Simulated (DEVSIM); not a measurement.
System: Schottky contact on n-type Si, at 300 K.

Layer 1 from the left is Si, thickness (μm) 0.570, Nd (cm⁻³) 3.8e15, τn (s) 4.3e-7, τp (s) 4.3e-7.

Left contact: Schottky, work function 4.87 eV, emission velocity 3.9e6 cm/s. Right contact: ohmic. Voltage is applied to the left contact. Recombination: SRH at mid-gap, radiative. Mobility is constant in doping.

Constants are typed, rounded textbook-type inputs, not results; the design itself was drawn at random and stands for no fabricated device. Values at 300 K.

Si: gap (eV) 1.124, affinity (eV) 4.05, permittivity 11.7, Nc (cm⁻³) 2.86e19, Nv (cm⁻³) 3.1e19, μn (cm²/Vs) 1417, μp (cm²/Vs) 470, B (cm³/s) 4.7e-15.

Model (solved in DEVSIM): 1D drift-diffusion, Boltzmann statistics, complete ionisation; no tunnelling, impact ionisation, image-force lowering or self-heating. Metal contacts follow the ideal Schottky-Mott rule: no Fermi-level pinning, no interface dipoles.

Dark forward current:

```
|V| (V)  |J| (A/cm²)
-------  -----------
0.05        1.629e-6
0.10        1.274e-5
0.15        8.878e-5
0.20       0.0006094
0.25        0.004168
0.30         0.02843
0.35          0.1929
0.40           1.295
0.45           8.434
0.50           49.45
0.55           214.5
0.60           591.9
0.65            1150
0.70            1815
0.75            2535
```

Work out the local ideality factor n = ΔV / (kT/q · ln(J2/J1)) between the rows 0.15 and 0.20 V, 0.70 and 0.75 V.

kT/q = 25.85 mV. From 0.15 to 0.20 V: ln(0.0006094/8.878e-5) = 1.926, n = 1.00, near the 1 of diffusion or emission over a barrier. From 0.70 to 0.75 V: ln(2535/1815) = 0.334, n = 5.79; the layers' resistance at their doping, Σ W/(qμN) = 6.6e-5 Ω cm², would take 48 mV of this step of 50 mV.

Estimate the current at 0.30 V for emission alone, J0 = q v N_band exp(−φB/kT), and read the barrier back from the simulated current.

φB = 0.820 eV, N_band = 2.86e19 cm⁻³, J0 = 2.99e-7 A/cm²; J = J0 (exp(qV/kT) − 1) = 0.0328 A/cm². The simulation gives 0.0284 A/cm²; the estimate lies 15 % above. Read backwards, the simulated current gives an apparent barrier of 0.824 eV. The estimate leaves out transport through the depletion region and minority injection.
